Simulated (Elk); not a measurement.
Worked example: self-consistent single point of Hg3Ge (P6_3/mmc, 8 atoms in the cell) in Elk.

Method of the run: LDA (PW92), spin-orbit coupling in second variation, all-electron FP-LAPW, Elk's shipped species files, APW+lo basis with extra local orbitals in Elk.

```
Hg3Ge
1.0
    6.47046     0.00000     0.00000
   -3.23523     5.60358     0.00000
    0.00000     0.00000     5.24724
Ge Hg
2 6
Cartesian
  3.23523   1.86786   1.31181
  0.00000   3.73572   3.93543
  1.63677   0.94499   3.93543
  1.59846   4.65859   1.31181
  0.00000   1.88998   1.31181
  3.23523   3.71361   3.93543
  4.83369   0.94499   3.93543
 -1.59846   4.65859   1.31181
```

Reference input (self-consistent single point, DFT, LDA (PW92), all-electron FP-LAPW, Elk's shipped species files, APW+lo basis with extra local orbitals): rgkmax = 8; stype = 0; swidth = 0.00367493 Ha; ngridk = 3 3 4; gmaxvr = 16 1/bohr; nxlo = 2; lorbcnd = true; lmaxi = 3; maxscl = 100. This run's input differs from it in these lines:

```diff
@@ -2,2 +2,5 @@
   0
+
+spinorb
+  .true.
 
@@ -17,2 +20,5 @@
   3
+
+nempty
+  10
```

Log, with long lists cut:

```
│ Self-consistent loop started │
│ Loop number : 1 │
 total energy                :     -122096.014939
 total moment                :   0.3909014739E-19 -0.2428573889E-19 -0.3844779071E-14
│ Loop number : 2 │
 total energy                :     -122097.492158
 total moment                :  -0.3698329137E-19  0.9407264805E-20 -0.8811799842E-12
RMS change in Kohn-Sham potential (target) :   0.6544319197E-01 (  0.1000000000E-05)
Absolute change in total energy (target)   :    1.477218452     (  0.1000000000E-03)
│ Loop number : 3 │
 total energy                :     -122101.130385
   [... lines left out ...]
 total energy                :     -122098.817980
 total moment                :   0.7537659325E-19  0.3408221135E-19 -0.6922299256E-10
RMS change in Kohn-Sham potential (target) :   0.3057177762E-07 (  0.1000000000E-05)
Absolute change in total energy (target)   :   0.1014141599E-03 (  0.1000000000E-03)
│ Loop number : 17 │
 total energy                :     -122098.818011
 total moment                :   0.5592626068E-20  0.5334331727E-20 -0.6922555195E-10
RMS change in Kohn-Sham potential (target) :   0.1039961281E-07 (  0.1000000000E-05)
Absolute change in total energy (target)   :   0.5710011465E-05 (  0.1000000000E-03)
Convergence targets achieved

│ Loop number : 18 │

Energies :
 Fermi                       :     0.197557758926
 xc effective B-field        :    -0.166289196725E-08
 external B-field            :      0.00000000000
 total energy                :     -122098.818019
 (external B-field energy excluded from total)

Density of states at Fermi energy :    103.1026599
 (states/Hartree/unit cell)

Estimated indirect band gap :   0.2619024116E-02
 from k-point      1 to k-point      3
Estimated direct band gap   :   0.1946387115E-01
 at k-point      1

Charges :
 core                        :    408.0000000
 valence                     :    136.0000000
 interstitial                :    10.28474074
 muffin-tins (core leakage)
  species :    1 (Ge)
   atom    1                 :    30.20524967     (  0.3346954301E-03)
   [... lines left out ...]
   atom    5                 :    0.000000000       0.000000000      0.6082417492E-05
   atom    6                 :    0.000000000       0.000000000     -0.6082417492E-05
 total in muffin-tins        :    0.000000000       0.000000000       0.000000000
 total moment                :  -0.6962386470E-21  0.1028421847E-19 -0.6922518205E-10

│ Self-consistent loop stopped │
```

The run converged in 18 iterations. The count includes the last loop, which Elk runs after its targets are met. 

The starting cell comes from a database of computed structures (which also holds hypothetical and non-ambient phases and stackings), without a prior relaxation at this level. Values depend on the basis (sphere radii, cutoffs, local orbitals), which need not be converged. The log's line on a gap gives a spacing of levels on this mesh, which the program prints for metals too.

Cost on one core of a shared machine: roughly 4 min.
